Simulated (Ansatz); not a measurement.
A computed series for AlN: pressure series

Consider AlN in the zinc blende structure (space group F-43m, No. 216; a = 4.3777 Å).

Cell and atoms are relaxed at each pressure.

Method: DFT with PBEsol, PAW potentials and a 420 eV plane-wave cutoff in Ansatz (a quantum-chemistry and plane-wave program), no spin-orbit coupling.

Notes on the quantities. enthalpy: H = E + PV relative to the base's energy.

```json
[
 {"case": "base", "lattice parameter a": "4.378 Å", "enthalpy": "–", "smallest direct gap": "4.06 eV", "band gap": "3.19 eV", "electron mass": "0.52 mₑ along k, 0.32 mₑ across (at X)"},
 {"case": "pressure −2 GPa", "lattice parameter a": "4.393 Å", "enthalpy": "-0.13 eV/atom", "smallest direct gap": "3.97 eV", "band gap": "3.19 eV", "electron mass": "0.52 mₑ along k, 0.32 mₑ across (at X)"},
 {"case": "pressure −1 GPa", "lattice parameter a": "4.385 Å", "enthalpy": "-0.07 eV/atom", "smallest direct gap": "4.01 eV", "band gap": "3.19 eV", "electron mass": "0.52 mₑ along k, 0.32 mₑ across (at X)"},
 {"case": "pressure 0.9 GPa", "lattice parameter a": "4.371 Å", "enthalpy": "+0.06 eV/atom", "smallest direct gap": "4.10 eV", "band gap": "3.19 eV", "electron mass": "0.52 mₑ along k, 0.32 mₑ across (at X)"},
 {"case": "pressure 2.1 GPa", "lattice parameter a": "4.363 Å", "enthalpy": "+0.14 eV/atom", "smallest direct gap": "4.15 eV", "band gap": "3.20 eV", "electron mass": "0.52 mₑ along k, 0.32 mₑ across (at X)"},
 {"case": "pressure 4.5 GPa", "lattice parameter a": "4.346 Å", "enthalpy": "+0.29 eV/atom", "smallest direct gap": "4.25 eV", "band gap": "3.20 eV", "electron mass": "0.52 mₑ along k, 0.32 mₑ across (at X)"},
 {"case": "pressure 9 GPa", "lattice parameter a": "4.318 Å", "enthalpy": "+0.58 eV/atom", "smallest direct gap": "4.43 eV", "band gap": "3.21 eV", "electron mass": "0.52 mₑ along k, 0.32 mₑ across (at X)"},
 {"case": "pressure 22.5 GPa", "lattice parameter a": "4.243 Å", "enthalpy": "+1.40 eV/atom", "smallest direct gap": "4.90 eV", "band gap": "3.23 eV", "electron mass": "0.51 mₑ along k, 0.31 mₑ across (at X)"},
 {"case": "pressure 30 GPa", "lattice parameter a": "4.207 Å", "enthalpy": "+1.84 eV/atom", "smallest direct gap": "5.14 eV", "band gap": "3.24 eV", "electron mass": "0.51 mₑ along k, 0.31 mₑ across (at X)"}
]
```

Load acts through the strain it causes; cell and atoms are relaxed under it. Effective masses come from finite differences of ±0.01 Å⁻¹. Along k means along the line from Γ to the band edge. Whether these cells are dynamically stable was not tested. Tetrahedral semiconductors of this kind turn to denser phases somewhere between about 1 and 50 GPa; those were not computed, so compressed cells here can lie past the real transition. This is not the structure that AlN has at room temperature and ambient pressure.
